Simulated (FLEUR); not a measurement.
# Equation of state of fcc Rh (space group 225): energy against volume (FLEUR, LDA)

```
Rh
1.0
    0.00000     1.82610     1.82610
    1.82610     0.00000     1.82610
    1.82610     1.82610     0.00000
Rh
1
Cartesian
  0.00000   0.00000   0.00000
```

Method: LDA (Vosko-Wilk-Nusair), all-electron FLAPW (FLEUR), scalar-relativistic valence (FLEUR). Settings: Kmax = 3.99 1/bohr; GmaxXC = 16 1/bohr; xcFunctional = vwn; jspins = 1; l_soc = F; mode = hist; fermiSmearingEnergy = 0.00183747 Htr; mesh (inpgen div1-3) = 27 27 27; inpgen gamma flag = false; Gmax = 16 1/bohr; numbands = 0; maxIterBroyd = 99; imix = Anderson; alpha = 0.05; precondParam = 0; minDistance = 1e-05 me/bohr^3. The cell above is the first row's. The rows scale it uniformly. In all rows the k mesh is held. E is the free energy at the stated smearing, counted from the lowest row.

| V (Å^3/atom) | E (meV/atom) |
|---|---|
| 12.179 | ? |
| 12.444 | 55.74 |
| 12.708 | 24.09 |
| 12.973 | 5.89 |
| 13.238 | 0.00 |
| 13.503 | 4.62 |
| 13.767 | 18.71 |
| 14.032 | 41.25 |
| 14.297 | 71.07 |

Problem. Using the third-order Birch-Murnaghan form, a cubic in V^(-2/3), estimate the missing E at V = 12.179 from the other rows, showing the fit.

Solution. With u = V^(-2/3) - 0.178, the rows have u = 0.008220, 0.005632, 0.003123, 0.000697, -0.001648, -0.003910, -0.006109, -0.008239. Least squares gives E = 0.270 - 1124.44·u + 932263·u² + 3109019·u³. Residuals (row less fit): -0.005, 0.027, -0.056, 0.060, -0.021, -0.023, 0.028, -0.009; standard error 0.048 (degrees of freedom: 4). Its minimum lies at u = 0.000601, so V0 = (0.178601)^(-3/2) = 13.25. There d²E/du² = 1876000 and d³E/du³ = 1.865e7, so B0 = (4/9) × 13.25^(-7/3) × 1876000 × 0.160218 = 322 GPa (the last factor turns the table's units into GPa), and B0' = 4 + (2/3) × 0.178601 × (1.865e7)/1876000 = 5.2. At the withheld row, u = 0.010912, so E = 0.270 - 1124.44 × 0.010912 + 932263 × 0.010912² + 3109019 × 0.010912³ = 103.046 meV/atom. The calculation gives 102.82 meV/atom, 0.226 meV/atom below the prediction (0.2 % of the range of E in the table). The row lies outside the fitted rows, so this is an extrapolation. From the scatter of the fitted rows alone, a prediction at this place has a standard error of 0.142 meV/atom, so the miss is 1.6 times that.

Carrying the step between the two nearest rows on in a straight line would have given 87.51, off by 15.31; series whose last step already gives the withheld value aren't shown. The scan was laid around a cell of about the measured size, scaled by a guess for this functional. Spin polarisation is off. Values depend on the basis (sphere radii, cutoffs, local orbitals), which need not be converged. Cutoffs and mesh are single choices, not tested for convergence of this quantity. Series with a scatter that would blur these digits, or in which a gap closes, are not shown. Nor are scans whose minimum lies at an end fitted in this form.
